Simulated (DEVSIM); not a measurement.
System: Schottky contact on n-type Si, at 250 K.

Layer 1 from the left is Si, thickness (μm) 0.880, Nd (cm⁻³) 3.1e15, τn (s) 8.4e-6, τp (s) 8.4e-6. Layer 2 from the left is Si, thickness (μm) 14.0, Nd (cm⁻³) 2.8e18, τn (s) 8.4e-6, τp (s) 8.4e-6.

Left contact: Schottky, work function 4.69 eV, emission velocity 1.1e7 cm/s. Right contact: ohmic. Voltage is applied to the left contact. Recombination: SRH at mid-gap, radiative. Gap narrowing is on: ΔEg = 6.92 meV × (l + √(l² + 0.5)), l = ln(N/1.3e17 cm⁻³), shared equally by both band edges. Mobility is constant in doping.

Constants are typed, rounded textbook-type inputs, not results; the design itself was drawn at random and stands for no fabricated device. Values at 300 K; Nc and Nv go as T^1.5, mobilities as T to minus their exponent, the gap by Varshni's rule with the affinity fixed.

Si: gap (eV) 1.124, affinity (eV) 4.05, permittivity 11.7, Nc (cm⁻³) 2.86e19, Nv (cm⁻³) 3.1e19, μn (cm²/Vs) 1417, μp (cm²/Vs) 470, T exponent of μn 2.3, T exponent of μp 2.2, B (cm³/s) 4.7e-15, Varshni α (eV/K) 0.000473, Varshni β (K) 636.

Model (solved in DEVSIM): 1D drift-diffusion, Boltzmann statistics, complete ionisation; no tunnelling, impact ionisation, image-force lowering or self-heating. Metal contacts follow the ideal Schottky-Mott rule: no Fermi-level pinning, no interface dipoles.

Dark forward current:

| |V| (V) | |J| (A/cm²) |
|---|---|
| 0.05 | 3.495e-5 |
| 0.10 | 0.0003843 |
| 0.15 | 0.003865 |
| 0.20 | 0.03829 |
| 0.25 | 0.3741 |
| 0.30 | 3.541 |
| 0.35 | 29.79 |
| 0.40 | 167.7 |
| 0.45 | 506.9 |
| 0.50 | 998.9 |
| 0.55 | 1577 |
| 0.60 | 2205 |

Work out the local ideality factor n = ΔV / (kT/q · ln(J2/J1)) between the rows 0.10 and 0.15 V, 0.55 and 0.60 V.

kT/q = 21.54 mV. From 0.10 to 0.15 V: ln(0.003865/0.0003843) = 2.308, n = 1.01, near the 1 of diffusion or emission over a barrier. From 0.55 to 0.60 V: ln(2205/1577) = 0.335, n = 6.92.

Estimate the current at 0.20 V for emission alone, J0 = q v N_band exp(−φB/kT), and read the barrier back from the simulated current.

φB = 0.640 eV, N_band = 2.18e19 cm⁻³, J0 = 4.78e-6 A/cm²; J = J0 (exp(qV/kT) − 1) = 0.0516 A/cm². The simulation gives 0.0383 A/cm²; the estimate lies 35 % above. Read backwards, the simulated current gives an apparent barrier of 0.646 eV. The estimate leaves out transport through the depletion region and minority injection.
